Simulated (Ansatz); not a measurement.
Base system: TiO₂ in the rutile structure (space group P4_2/mnm, No. 136; a = 4.5973 Å, c = 2.9543 Å). Axes: x, y, z lie along a, b, c of the conventional cell.

Method: r2SCAN in Ansatz (plane waves to 500 eV, PAW, spin-orbit coupling left out), earlier PAW set.

Modification: an isotropic linear strain of −2.43 %; the atoms relax in the strained cell.

Task: Predict the stress tensor and what it implies for the stiffness.

Result: Stress of the strained cell less that of the base (GPa, compression positive):
```
  19.34    0.00    0.00
   0.00   19.34    0.00
   0.00    0.00   23.94
```

Then B = −ΔP/(ΔV/V₀) with ΔV/V₀ = -0.0711 gives secant stiffness values (nonlinear terms included at this strain): B (at held cell shape, above the free-shape value) ≈ 293 GPa.

As a check, the harmonic strain energy −½ V₀ Δσ:ε is 49 meV/atom; the computed energy rise is 45 meV/atom.

No phonon test of stability was made. The final runs are not spin-polarised.

Ansatz is a quantum-chemistry and plane-wave program.
